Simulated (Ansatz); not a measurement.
AlNi (CsCl type, Pm-3m): quasi-harmonic values at 300 K, zero-point motion included, from Ansatz (plane waves, PAW) with several functionals, beside measured values. Phonon and k meshes: LDA 3×3×3 / 12×12×12; PBEsol 3×3×3 / 12×12×12; PBE 3×3×3 / 12×12×12. The run noted for some of its cells that some bands missed the eigensolver's tolerance. Misses against the measured value stand in brackets.

```
quantity                           LDA          PBEsol             PBE  measured
----------------------  --------------  --------------  --------------  --------
lattice constant a (Å)  2.846 (-1.4 %)  2.876 (-0.3 %)  2.908 (+0.8 %)     2.886
```

Static volumes: LDA 11.36, PBEsol 11.72, PBE 12.10 Å³/atom. The lattice constant a rises with the volume in this order; PBEsol lies closest to the measured value, and PBE is high by 0.8 %.

These misses hold whatever the vibrational approximation and the meshes add; that part was not separated from the functional's. The runs of AlNi (LDA), AlNi (PBE) noted for some cells that some bands missed the eigensolver's tolerance; how far this moves their values was not measured.

Measured values: Yamada, Ryo, Mohri, Tetsuo, arXiv (Cornell University) (2019), arXiv:1910.09660.

The PAW data sets were generated under PBE and serve the other functionals too.

Ansatz is a program for electronic structure.
